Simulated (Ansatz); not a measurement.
Data:

```xyz
3
Lattice="4.5345 0.0000 0.0000 -2.2673 3.9270 0.0000 0.0000 0.0000 5.0415" Properties=species:S:1:pos:R:3 pbc="T T T"
Se     1.1084     0.0000     4.2012
Se    -0.5542     0.9599     0.8402
Se     1.7131     2.9671     2.5207
```

No spin polarisation.

Electron doping at 1.0×10^22 cm⁻³ (0.898 per cell), with a uniform compensating background at fixed cell and a 300 K Fermi–Dirac width.

Calculations: PBE (Ansatz, an electronic-structure program), no SOC. Settings: 15×15×12 k-points, 0.0259 eV Fermi–Dirac smearing.

Task: Predict the Fermi level relative to the doped band's edge (positive inside the band; to 0.05 eV).

Result: +0.70 eV.

Task: Estimate the gap between the host's bands.

Result: 0.56 eV.

Task: Estimate the gap character.

Result: Indirect, L → A.

Charged cell with a jellium background: band edges are those of the host's band count, energies are not comparable with the neutral cell, and many-body gap narrowing is missing. Whether these cells are dynamically stable was not tested. The cell was made from Se (space group P3_121, No. 152; made of chains) by this change: electrons 1.0×10^22 cm⁻³. No dispersion term is included, though the crystal is made of layers, chains or molecules, so its spacings can come out too wide.
